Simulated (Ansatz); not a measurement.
# LiCl in the rock salt structure (space group Fm-3m, No. 225)

```
CELL_PARAMETERS angstrom
      0.00000     2.57520     2.57520
      2.57520     0.00000     2.57520
      2.57520     2.57520     0.00000
ATOMIC_POSITIONS crystal
  Cl 0.00000 0.00000 0.00000
  Li 0.50000 0.50000 0.50000
```

Computed with PBE (Ansatz, a first-principles code), no SOC. k-mesh 11×11×11 (Γ-centred); smearing 0.05 eV (Fermi–Dirac).

| Property | Result |
|---|---|
| Volume per atom | 17.08 Å³ |
| Density | 2.06 g/cm³ |
| Band gap | 6.26 eV, direct at Γ |
| Electron mass | 0.47 mₑ |
| Lowest conduction-band minima above the VBM | Γ 6.26 eV; L along ⟨111⟩ 6.73 eV |
| Total energy | -643.917 eV/atom (σ→0; compares only within this code and set-up) |

Effective masses come from finite differences of ±0.01 Å⁻¹. No phonon test of stability was made.
